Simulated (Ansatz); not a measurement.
Base system: TiC in the rock salt structure (space group Fm-3m, No. 225; a = 4.293 Å; relaxed with 0.1 eV smearing). Axes: x, y, z lie along the cube axes.

The values are results of PBEsol, PAW, 420 eV (Ansatz, a quantum-chemistry and plane-wave program; no spin-orbit coupling), not measurements.

Perturbation: the cell is scaled by 1.0100 in all directions; the atoms relax in the strained cell.

Question: Predict the stress tensor and what it implies for the stiffness.

Answer: Stress of the strained cell less that of the base (GPa, compression positive):
```
   -7.5     0.0     0.0
    0.0    -7.5     0.0
    0.0     0.0    -7.5
```

Then B = −ΔP/(ΔV/V₀) with ΔV/V₀ = 0.0303 gives secant stiffness values (nonlinear terms included at this strain): B ≈ 248 GPa.

As a check, the harmonic strain energy −½ V₀ Δσ:ε is 7.0 meV/atom; the computed energy rise is 7.2 meV/atom.

Whether these cells are dynamically stable was not tested. The final runs are not spin-polarised.
